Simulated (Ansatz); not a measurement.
# HfO2: shear stress against shear

HfO2 (fluorite, Fm-3m, 10.423 Å³/atom and stress up to 0.01 GPa in the relaxed cell, cube axes along x, y and z) under an engineering shear γ in the xy plane. LDA in Ansatz, a plane-wave DFT program (PAW, default set), 420 eV, 11×11×11 Γ-centred mesh, Fermi-Dirac smearing 0.05 eV; ions are relaxed, or left where forces stay under 0.02 eV/Å, within the symmetry of each cell. Stress is positive for a compressed cell.

Here s stands for strain and y for shear stress.

```
strain (%)  shear stress (GPa)
----------  ------------------
0.00                      0.00
0.58                     -0.43
1.14                     -0.85
1.72                     -1.29
4.00                         ?
```

Taking a straight line for y over the 4 complete rows: Means: s 0.86000, y -0.643. About the means, the sum of products is -1.2270 and the sum of squares of s is 1.6360; the slope is their ratio. Least squares gives y = 0.002 - 0.7500·s. Residuals (row less fit): -0.002, 0.003, 0.003, -0.002; standard error 0.004 (degrees of freedom: 2). The slope gives the elastic constant C44 = 75.0 ± 0.3 GPa (± standard error of the fit, which holds the terms cut off).

Q: What does the fit predict for y at s = 4.00, and how far is the calculated value from it?

A: y = 0.002 - 0.7500 × 4.00 = -2.998 GPa. The calculation gives -3.03 GPa, 0.032 GPa below the prediction (1.1 % of the range of y in the table). The row lies outside the fitted rows, so this is an extrapolation. The scatter of the fitted rows lies at the last printed digit.

A polynomial of degree 3 through the 7 other runs of the series gives -3.03 there, so most of the miss is curvature that the fit leaves out. The primitive cell can neither tilt nor turn polar against its symmetry, as such crystals can under strain. HfO2 is here the high-temperature cubic form, which is unstable at 0 K; the monoclinic form is the stable one. Rows are the converged runs of the series near zero and its far end, less any whose ions stayed unrelaxed beside relaxed ones; series whose fitted rows scatter by over a few per cent of the range, as at a crossing or softening among them, aren't shown in this form. Most that stay on the fit to the last digits aren't either.
